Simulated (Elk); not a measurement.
# Worked example: self-consistent single point of TaZn3 (Pm-3m, 4 atoms in the cell) in Elk

Method: LDA (PW92), all-electron FP-LAPW, Elk's shipped species files, APW+lo basis with extra local orbitals (Elk).

This input was run:

```
tasks
  0

tforce
  .true.

rgkmax
  7.5

gmaxvr
  18.0

lmaxapw
  10

lmaxo
  8

nxlo
  2

lorbcnd
  .true.

lradstp
  2

nrmtscf
  2.0

lmaxi
  4

swidth
  0.00367493

maxscl
  100

scale
  1.889726125

avec
    3.8907900000    0.0000000000    0.0000000000
    0.0000000000    3.8907900000    0.0000000000
    0.0000000000    0.0000000000    3.8907900000

atoms
  2
  'Ta.in'
  1
  0.0000000000  0.0000000000  0.0000000000    0.0 0.0 0.0
  'Zn.in'
  3
  0.0000000000  0.5000000000  0.5000000000    0.0 0.0 0.0
  0.5000000000  0.0000000000  0.5000000000    0.0 0.0 0.0
  0.5000000000  0.5000000000  0.0000000000    0.0 0.0 0.0

ngridk
  5 5 5
```

The program printed (abridged):

```
│ Elk code version 10.2.4 │

All units are atomic (Hartree, Bohr, etc.)

│ Ground-state run starting from atomic densities │

Lattice vectors :
   7.352527510       0.000000000       0.000000000
   0.000000000       7.352527510       0.000000000
   0.000000000       0.000000000       7.352527510

Unit cell volume      :    397.4751431
Brillouin zone volume :   0.6240647189

Muffin-tin inner radius fraction :   0.1000000000E-01

Nuclei treated as point charges

Species :    1 (Ta)
 parameters loaded from : Ta.in
 name : tantalum
 nuclear charge    :   -73.00000000
 electronic charge :    73.00000000
 atomic mass :    329847.8433
 muffin-tin radius :    2.772550341
 number of radial points in muffin-tin :   1399
 atomic positions (lattice), magnetic fields (Cartesian) :
   1 :   0.00000000  0.00000000  0.00000000    0.00000000  0.00000000  0.00000000

Species :    2 (Zn)
 parameters loaded from : Zn.in
 name : zinc
 nuclear charge    :   -30.00000000
 electronic charge :    30.00000000
 atomic mass :    119233.3129
 muffin-tin radius :    2.376471721
 number of radial points in muffin-tin :    999
 atomic positions (lattice), magnetic fields (Cartesian) :
   1 :   0.00000000  0.50000000  0.50000000    0.00000000  0.00000000  0.00000000
   2 :   0.50000000  0.00000000  0.50000000    0.00000000  0.00000000  0.00000000
   3 :   0.50000000  0.50000000  0.00000000    0.00000000  0.00000000  0.00000000

Total number of atoms per unit cell :    4

Spin treatment :
 spin-unpolarised

Number of Bravais lattice symmetries :   48
Number of crystal symmetries         :   48
Crystal has inversion symmetry
Real symmetric eigensolver will be used

k-point grid :      5     5     5
k-point offset :    0.000000000       0.000000000       0.000000000
k-point set is reduced with full crystal symmetry group
Total number of k-points :       10

Muffin-tin radius times maximum |G+k| :    7.500000000
 using average radius
   [... lines left out ...]
 potential will be trimmed for |G| > 2 gkmax
Constant for pseudocharge density :   12
Radial integration step length :    2

G-vector grid sizes :     45    45    45
Number of G-vectors :    39127

Maximum angular momentum used for
 APW functions                      :   10
 outer part of muffin-tin           :    8
 inner part of muffin-tin           :    4

Total nuclear charge    :   -163.0000000
Total core charge       :    82.00000000
Total valence charge    :    81.00000000
Total excess charge     :    0.000000000
Total electronic charge :    163.0000000

Effective Wigner radius, rₛ :   0.8349835513

Number of empty states         :   16
Total number of valence states :   57
Total number of core states    :   82

Conduction state local-orbitals added automatically
Total number of local-orbitals :  470

Exchange-correlation functional :      3     0     0
 Perdew-Wang/Ceperley-Alder, Phys. Rev. B 45, 13244 (1992)
 gradient requirement :    0
 local density approximation (LDA)

Smearing type :    3
 Fermi-Dirac
Smearing width :   0.3674930000E-02
Effective electronic temperature (K) :    1160.451112

Mixing type :    3
 Broyden mixing, J. Phys. A: Math. Gen. 17, L317 (1984)

Kohn-Sham potential initialised from atomic data
│ Self-consistent loop started │
│ Loop number : 1 │
 total energy                :     -20993.1969756
│ Loop number : 2 │
 total energy                :     -20993.7725001
RMS change in Kohn-Sham potential (target) :   0.1004180747     (  0.1000000000E-05)
Absolute change in total energy (target)   :   0.5755244925     (  0.1000000000E-03)
│ Loop number : 3 │
 total energy                :     -20999.8684501
RMS change in Kohn-Sham potential (target) :   0.4740814479E-01 (  0.1000000000E-05)
Absolute change in total energy (target)   :    6.239831171     (  0.1000000000E-03)
│ Loop number : 4 │
 total energy                :     -21001.6962575
RMS change in Kohn-Sham potential (target) :   0.2313410131E-01 (  0.1000000000E-05)
Absolute change in total energy (target)   :    3.387765131     (  0.1000000000E-03)
│ Loop number : 5 │
 total energy                :     -21002.2126883
RMS change in Kohn-Sham potential (target) :   0.1281971438E-01 (  0.1000000000E-05)
Absolute change in total energy (target)   :    1.363372114     (  0.1000000000E-03)
   [... lines left out ...]
Absolute change in total energy (target)   :   0.9003947005E-01 (  0.1000000000E-03)
│ Loop number : 11 │
 total energy                :     -20997.2490472
RMS change in Kohn-Sham potential (target) :   0.1188474903E-04 (  0.1000000000E-05)
Absolute change in total energy (target)   :   0.3217253729E-02 (  0.1000000000E-03)
│ Loop number : 12 │
 total energy                :     -20997.2510668
RMS change in Kohn-Sham potential (target) :   0.7384627631E-05 (  0.1000000000E-05)
Absolute change in total energy (target)   :   0.2823918927E-02 (  0.1000000000E-03)
│ Loop number : 13 │
 total energy                :     -20997.2497255
RMS change in Kohn-Sham potential (target) :   0.2196026333E-05 (  0.1000000000E-05)
Absolute change in total energy (target)   :   0.6352992204E-03 (  0.1000000000E-03)
│ Loop number : 14 │
 total energy                :     -20997.2499231
RMS change in Kohn-Sham potential (target) :   0.3941777487E-06 (  0.1000000000E-05)
Absolute change in total energy (target)   :   0.3880566874E-04 (  0.1000000000E-03)
Convergence targets achieved

│ Loop number : 15 │

Energies :
 Fermi                       :     0.294897362900
 sum of eigenvalues          :     -12631.6698959
 electron kinetic            :      23003.4547478
 core electron kinetic       :      21771.5816875
 Coulomb                     :     -43485.5000464
 Coulomb potential           :     -34951.9231019
 nuclear-nuclear             :     -1793.72846879
 electron-nuclear            :     -48431.6200534
 Hartree                     :      6739.84847579
 Madelung                    :     -26009.5384955
 xc potential                :     -683.201541918
 exchange                    :     -499.639366597
 correlation                 :     -15.5628258135
 electron entropic           :    -0.261155960899E-02
 total energy                :     -20997.2501026

Density of states at Fermi energy :    60.55050206
 (states/Hartree/unit cell)

Estimated indirect band gap :   0.1433293333E-01
 from k-point      6 to k-point      1
Estimated direct band gap   :   0.3660369599E-01
 at k-point      2

Charges :
 core                        :    82.00000000
 valence                     :    81.00000000
 interstitial                :    4.158868561
 muffin-tins (core leakage)
  species :    1 (Ta)
   atom    1                 :    71.60882595     (  0.2116734805E-06)
  species :    2 (Zn)
   atom    1                 :    29.07743516     (  0.9879239082E-04)
   atom    2                 :    29.07743516     (  0.9879239082E-04)
   atom    3                 :    29.07743516     (  0.9879239082E-04)
 total in muffin-tins        :    158.8411314
 total calculated charge     :    162.9992916
 total charge                :    163.0000000
 error                       :   0.7084426647E-03

│ Self-consistent loop stopped │

Forces :
 species :    1 (Ta)
  atom :    1
   Hellmann-Feynman          :    -0.00000000    0.00000000    0.00000000
   IBS                       :     0.00000000   -0.00000000    0.00000000
   total force               :     0.00000000   -0.00000000    0.00000000
   total magnitude           :     0.00000000
 species :    2 (Zn)
  atom :    1
   Hellmann-Feynman          :     0.00000000    0.00000000    0.00000000
   IBS                       :    -0.00000000   -0.00000000    0.00000000
   total force               :    -0.00000000   -0.00000000    0.00000000
   total magnitude           :     0.00000000
  atom :    2
   Hellmann-Feynman          :    -0.00000000   -0.00000000    0.00000000
   IBS                       :     0.00000000    0.00000000    0.00000000
   total force               :    -0.00000000    0.00000000    0.00000000
   total magnitude           :     0.00000000
  atom :    3
   Hellmann-Feynman          :    -0.00000000    0.00000000    0.00000000
   IBS                       :     0.00000000   -0.00000000    0.00000000
   total force               :    -0.00000000   -0.00000000    0.00000000
   total magnitude           :     0.00000000
```

The run converged in 15 iterations. The count includes the last loop, which Elk runs after its targets are met.

The starting cell comes from a database of computed structures (which also holds hypothetical and non-ambient phases and stackings), without a prior relaxation at this level. Spin-orbit coupling is off. Spin polarisation is off. Values depend on the basis (sphere radii, cutoffs, local orbitals), which need not be converged. The log's line on a gap gives a spacing of levels on this mesh, which the program prints for metals too.
